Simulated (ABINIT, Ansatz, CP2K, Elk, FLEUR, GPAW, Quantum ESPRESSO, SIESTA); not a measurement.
## One structure in several programs: Ba3Bi2 (Pm-3m, 5 atoms in the cell)

Self-consistent single point, at a second geometry (lattice scaled by 0.98). First geometry:

```yaml
crystal:
  lattice:
    - [6.46279, 0.00000, 0.00000]
    - [0.00000, 6.46279, 0.00000]
    - [0.00000, 0.00000, 6.46279]
  atoms:
    - { symbol: Ba, position: [0.00000, 0.50000, 0.50000] }
    - { symbol: Ba, position: [0.50000, 0.00000, 0.50000] }
    - { symbol: Ba, position: [0.50000, 0.50000, 0.00000] }
    - { symbol: Bi, position: [0.00000, 0.00000, 0.00000] }
    - { symbol: Bi, position: [0.50000, 0.50000, 0.50000] }
```

Shared settings, as Ansatz (a first-principles code) writes them: kpoints.mp_grid.grid = 5 5 5; scf.occupations.method = fermi_dirac; scf.occupations.width = 0.05 eV. Potentials and cutoffs stand in the table.

```json
[
 {"code": "Quantum ESPRESSO", "model": "LDA (PW92), PseudoDojo standard norm-conserving (LDA) pseudopotentials", "ΔF from the first geometry (meV/atom)": "-0.8", "pressure (GPa)": "0.68", "cutoff": "70 Ry"},
 {"code": "Ansatz", "model": "LDA (PW92), PAW files made with PBE", "ΔF from the first geometry (meV/atom)": "0.1", "pressure (GPa)": "0.72", "cutoff": "default"},
 {"code": "CP2K", "model": "LDA (Pade form), GPW, DZVP-MOLOPT-SR-GTH basis, GTH-PADE potentials (GTH_POTENTIALS)", "ΔF from the first geometry (meV/atom)": "14.3", "pressure (GPa)": "1.49", "cutoff": "grid 500 Ry"},
 {"code": "ABINIT", "model": "LDA (PW92), norm-conserving pseudopotentials (PseudoDojo nc-sr-04 LDA standard)", "ΔF from the first geometry (meV/atom)": "-0.8", "pressure (GPa)": "0.68", "cutoff": "35 Ha"},
 {"code": "Elk", "model": "LDA (PW92), all-electron FP-LAPW, Elk's shipped species files, default APW+lo basis", "ΔF from the first geometry (meV/atom)": "11.1", "pressure (GPa)": "–", "cutoff": "rgkmax 7"},
 {"code": "GPAW", "model": "LDA (Perdew-Wang 92), GPAW PAW datasets LDA (gpaw-data 1.0.1)", "ΔF from the first geometry (meV/atom)": "3.7", "pressure (GPa)": "0.92", "cutoff": "600 eV"},
 {"code": "SIESTA", "model": "LDA PW92, numerical atomic orbitals DZP, PseudoDojo LDA standard norm-conserving potentials (rewritten from UPF to PSML)", "ΔF from the first geometry (meV/atom)": "93.7", "pressure (GPa)": "5.91", "cutoff": "grid 300 Ry"},
 {"code": "FLEUR", "model": "LDA (Perdew-Zunger), all-electron FLAPW (FLEUR), scalar-relativistic valence", "ΔF from the first geometry (meV/atom)": "0.8", "pressure (GPa)": "–", "cutoff": "Kmax 3.8 1/bohr"}
]
```

A dash marks a value that a program does not give, or that is left out as unsure.

On Ansatz's run: spin-orbit coupling is off.

The spread over the programs that give each value: ΔF from the first geometry within 94.5 meV/atom; pressure within 5.23 GPa.

CP2K and SIESTA use small atom-centred bases, whose incompleteness enters pressures, forces and empty levels differently from a plane-wave cutoff. Elk and FLEUR treat all electrons, but the usual bases taken here (sphere radii, linearisation, local orbitals, empty states) were not tested for convergence, so the values are no reference for the others. Ansatz's pressure is given at a fixed set of plane waves, as the other plane-wave codes print theirs. In the pressure, SIESTA (by 5.22) lies more than 1 GPa from the median of the plane-wave programs.

The starting cell comes from a database of computed structures (which also holds hypothetical and non-ambient phases and stackings), without a prior relaxation at this level. Its lattice was rescaled by a random factor within 2.5 % of one. For this run, on top of that: lattice scaled by 0.98.

Keys are those of Ansatz 0.2.
